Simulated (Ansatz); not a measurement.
Band structure of Ir3Os (Pm-3m, 4 atoms in the cell).

```xyz
4
Lattice="3.8481 0.0000 0.0000 0.0000 3.8481 0.0000 0.0000 0.0000 3.8481" Properties=species:S:1:pos:R:3 pbc="T T T"
Os     0.0000     0.0000     0.0000
Ir     0.0000     1.9240     1.9240
Ir     1.9240     0.0000     1.9240
Ir     1.9240     1.9240     0.0000
```

Computed with PBEsol, PAW files made with PBE (plane waves; Ansatz, a first-principles code).

Settings: kpoints.mp_grid.grid = 11 11 11; hamiltonian.xc = pbesol; hamiltonian.pseudopotentials = {kind: paw} (the program's default PAW files); scf.occupations.method = fermi_dirac; scf.occupations.width = 0.1 eV; kpoints.band_path.npoints = 8.

The starting cell comes from a database of computed structures (which also holds hypothetical and non-ambient phases and stackings), without a prior relaxation at this level. Spin-orbit coupling is off. Spin polarisation is off.

Levels in eV from the Fermi level, bands 31 to 38:
```tsv
point	31	32	33	34	35	36	37	38
Γ	1.42	1.43	1.43	1.43	1.72	1.72	1.72	2.21
X	-1.87	-1.38	-1.38	-1.24	-0.27	0.36	1.43	2.21
M	-2.46	-1.53	-1.44	-1.42	-0.83	-0.83	2.82	2.82
R	-0.70	-0.70	0.85	0.85	0.85	1.43	1.43	1.43
```

Bands cross the Fermi level along this path, so the cell is metallic at this level.

Keys are those of Ansatz 0.2.
